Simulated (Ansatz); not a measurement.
Rock-salt LuN, treated with BLYP (PAW; Ansatz, a quantum-chemistry and plane-wave program).

Settings: plane-wave cutoff 520 eV, 20×20×20 k mesh, Fermi–Dirac smearing 0.05 eV, scalar-relativistic PAW data made under PBE.

Cell (measured lattice):

```cif
data_LuN
_chemical_formula_sum 'Lu1 N1'
_space_group_name_H-M_alt 'P 1'
_space_group_IT_number 1
_cell_length_a 3.36583
_cell_length_b 3.36583
_cell_length_c 3.36583
_cell_angle_alpha 60.000
_cell_angle_beta 60.000
_cell_angle_gamma 60.000
loop_
_space_group_symop_operation_xyz
  'x, y, z'
loop_
_atom_site_label
_atom_site_type_symbol
_atom_site_fract_x
_atom_site_fract_y
_atom_site_fract_z
_atom_site_occupancy
Lu1 Lu 0.00000 0.00000 0.00000 1
N1 N 0.50000 0.50000 0.50000 1
```

Question: Give the computed band gap and direct gap at Γ.

Answer: 
- band gap = 0.04 eV (under three smearing widths, so not firm)
- direct gap at Γ = 3.17 eV

Note: cell and atoms aren't relaxed at this level (pressure 6.0 GPa).

Spin–orbit coupling is not included; it can close the smallest gap of 0.04 eV.

Static lattice: no zero-point or thermal effects.

Computing time: very roughly 7 core-seconds.
